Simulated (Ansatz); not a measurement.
Functionals compared on SiH3 on the 1x1 (111) surface of fcc Cu, one in a 2x2 cell, started at the site 'hollow Cu-Cu-Cu over Cu at depth 2.1 Å', in Ansatz (plane waves, PAW). The structure was relaxed with PBE; the other rows are single points on it, each with its references at the same level. Cutoff 420 eV (500 eV for r2SCAN).

Slab: 20 atoms, 6.2 Å thick at the start under the adsorbate (thin: gaps and levels are the slab's own); k 6x6x1, smearing 0.1 eV, dipole-corrected; 8 atoms held, the rest relaxed; symmetry of the start imposed; spin-polarised, no spin-orbit, no U, no dispersion correction. The starting moment vanished. At the end it is bonded to 3 Cu. In PBE it is, or lies within 0.03 eV of, the lowest of the starts that converged. These notes are the PBE run's. r2SCAN: The program's check for a lower electronic state was not made. Adsorption energies are against SiH4(g) − ½ H2(g). A negative adsorption energy means that the adsorbate is more stable on the surface than in its reference.

```json
[
 {"functional": "PBE", "adsorption energy (eV)": "-0.31", "work function of the top face (eV)": "4.76", "change of the work function (eV)": "-0.01", "magnetic moment of the cell (μB)": "0.00", "rough cost of the single point": "–"},
 {"functional": "RPBE", "adsorption energy (eV)": "0.00", "work function of the top face (eV)": "(withheld)", "change of the work function (eV)": "(withheld)", "magnetic moment of the cell (μB)": "0.00", "rough cost of the single point": "around 2.8 core-minutes (rough)"},
 {"functional": "r2SCAN", "adsorption energy (eV)": "-0.49", "work function of the top face (eV)": "4.81", "change of the work function (eV)": "0.00", "magnetic moment of the cell (μB)": "0.00", "rough cost of the single point": "about 7 core-minutes (a rough figure)"}
]
```

Task: Complete the blanks.

Result: 
- RPBE, work function of the top face (eV): 4.69
- RPBE, change of the work function (eV): 0.09

Ansatz is a first-principles code.
